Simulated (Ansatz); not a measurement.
Take AlRu in the CsCl type structure (space group Pm-3m, No. 221; a = 2.983 Å; relaxed with 0.1 eV smearing) as the base. Axes: x, y, z lie along the cube axes.

The values are results of plane-wave PAW DFT at the r2SCAN level (Ansatz, a program for electronic structure, 500 eV), no spin-orbit coupling, earlier PAW set, not measurements.

Perturbation: uniaxial strain ε_xx = −2.24 %, all other strain components held at zero; the atoms relax in the strained cell.

Q: How does this affect the energy relative to the base and stress?

A: The energy rises by 7.6 meV/atom; the stress (xx, yy, zz, yz, xz, xy; compression positive) comes out as (8.5, 3.7, 3.7, 0.0, 0.0, 0.0) GPa.

Stability against distortions was not tested. All final runs are without spin polarisation.
